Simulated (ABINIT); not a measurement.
A self-consistent single point of Pt (Fm-3m, 1 atom in the cell) with ABINIT.

Computed with PBE, PAW (JTH v2.0 PBE PAW) (plane waves; ABINIT).

```
CELL_PARAMETERS angstrom
      0.00000     2.00805     2.00805
      2.00805     0.00000     2.00805
      2.00805     2.00805     0.00000
ATOMIC_POSITIONS crystal
  Pt 0.00000 0.00000 0.00000
```

Reference input (self-consistent single point, DFT, PBE, plane waves, PAW (JTH v2.0 PBE PAW)): pseudos = [Pt.GGA_PBE-JTH.xml]; ecut = 42 Ry; pawecutdg = 84 Ry; pawxcdev = 0; ixc = 11; occopt = 3; tsmear = 0.05 eV; ngkpt = 11 11 11; nshiftk = 1; shiftk = 0 0 0; potentials = JTH v2.0 PBE PAW; nband = 10. This run's input differs from it in these lines:

```diff
@@ -17,3 +17,3 @@
 ixc 11
-occopt 3
+occopt 7
 tsmear 0.05 eV
```

The program printed (abridged):

```
--- !BeginCycle
solver: {iscf: 17, nstep: 80, nline: 4, wfoptalg: 10, }
tolerances: {tolvrs: 1.00E-10, }
...

     iter   Etot(hartree)      deltaE(h)  residm     nres2
 ETOT  1  -26.904377725735    -2.690E+01 5.945E-01 1.143E+01
 ETOT  2  -27.055066342830    -1.507E-01 7.499E-02 7.061E+00
 ETOT  3  -27.022078971413     3.299E-02 2.657E-02 9.425E-01
 ETOT  4  -27.021295407109     7.836E-04 9.452E-03 2.320E-01
 ETOT  5  -27.021305863640    -1.046E-05 4.784E-03 4.841E-02
   [... 23 lines left out ...]
 ETOT 29  -27.021425275600     1.961E-11 1.894E-05 2.375E-10
 ETOT 30  -27.021425275603    -3.062E-12 2.316E-05 6.529E-10
 ETOT 31  -27.021425275602     5.400E-13 1.476E-05 4.893E-10
 ETOT 32  -27.021425275601     1.311E-12 1.660E-05 1.560E-11
 At SCF step   32       nres2   =  1.56E-11 < tolvrs=  1.00E-10 =>converged.

 Cartesian components of stress tensor (hartree/bohr^3)
  sigma(1 1)=  2.70203225E-04  sigma(3 2)=  0.00000000E+00
  sigma(2 2)=  2.70203225E-04  sigma(3 1)=  0.00000000E+00
  sigma(3 3)=  2.70203225E-04  sigma(2 1)=  0.00000000E+00

 ----iterations are completed or convergence reached----

 reduced coordinates (array xred) for    1 atoms
       0.000000000000      0.000000000000      0.000000000000
 cartesian forces (eV/Angstrom) at end:
    1     -0.00000000000000    -0.00000000000000    -0.00000000000000
 frms,max,avg= 0.0000000E+00 0.0000000E+00   0.000E+00  0.000E+00  0.000E+00 e/A
 length scales=  5.366463391100  5.366463391100  5.366463391100 bohr
              =  2.839810117303  2.839810117303  2.839810117303 angstroms
   [... lines left out ...]
 Fermi (or HOMO) energy (eV) =   8.06546   Average Vxc (eV)= -12.10278
   [... lines left out ...]
'-kT*entropy'       : -1.39281274221753E-04
total_energy        : -2.70214212665056E+01
total_energy_eV     : -7.35290266525652E+02
...

-Cartesian components of stress tensor (GPa)         [Pressure= -7.9497E+00 GPa]
- sigma(1 1)=  7.94965199E+00  sigma(3 2)=  0.00000000E+00
- sigma(2 2)=  7.94965199E+00  sigma(3 1)=  0.00000000E+00
- sigma(3 3)=  7.94965199E+00  sigma(2 1)=  0.00000000E+00

 Calculation completed.
```

The run converged in 32 iterations. Against the reference run the free energy rises by 9.0 meV/atom and the pressure goes from -7.80 to -7.95 GPa.

The starting cell comes from a database of computed structures (which also holds hypothetical and non-ambient phases and stackings), without a prior relaxation at this level. Its lattice was rescaled by a random factor within 2.5 % of one. Spin polarisation is off. With a pressure of about -8 GPa the cell is away from its equilibrium volume at this level.

Cost on one core of a shared machine: roughly 70 s.
